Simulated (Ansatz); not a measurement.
Results of PBEsol (Ansatz, a program for electronic structure, PAW) for Fe₃Ge (Pm-3m, No. 221, 4 atoms in the cell; start mp-20344).

Run with plane-wave cutoff 520 eV, 16×16×16 k mesh, Fermi–Dirac smearing 0.05 eV, spin-polarised start, scalar-relativistic PAW data made under PBE.

Cell (relaxed at this level):

Space group Pm-3m (No. 221); a = b = c = 3.5827 Å, α = β = γ = 90.00°

```csv
atom,site,symmetry,x,y,z
Fe,3c,4/mm.m,0.0000,0.5000,0.5000
Ge,1a,m-3m,0.0000,0.0000,0.0000
```

Question: Estimate the bulk modulus that the calculation returns.

Answer: 
* **bulk modulus**: 211 GPa

The run finds no gap.

Note: the magnetic order was assumed, not searched for or taken from measurement; the bulk modulus is −V dP/dV from two relaxed cells at ±2 % in volume; the relaxation could not lower the start's symmetry, so the cell can be a saddle point above a distorted one.

Static lattice: no zero-point or thermal effects.

Cost on a shared machine: around 4 core-minutes (rough).

A start named mp-… is a Materials Project structure, which need not be a measured phase.
